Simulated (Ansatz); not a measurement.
The reference is MoSi$_{2}$ (space group I4/mmm, No. 139; a = 3.202 Å, c = 7.819 Å).

The values are results of r2SCAN (Ansatz, a quantum-chemistry and plane-wave program; PAW; 500 eV plane waves; without spin-orbit coupling), not measurements.

Before the change:

```
Property    Value
--------  -------
Pressure  0.0 GPa
Band gap     zero
```

Perturbation: every lattice vector is stretched by 0.82 %, atoms relaxed at fixed cell.

What happens to the energy relative to the base?

The energy increases by 5.4 meV/atom.

What happens to the pressure?

The pressure (mean of the normal stresses, compression positive) goes from zero to -5.1 GPa.

Predict the new band gap.

The band gap is still zero.

The mesh was chosen for an insulator and is coarse for the gapless case. The cells carry an imposed strain or load. Whether these cells are dynamically stable was not tested. The final runs are not spin-polarised.
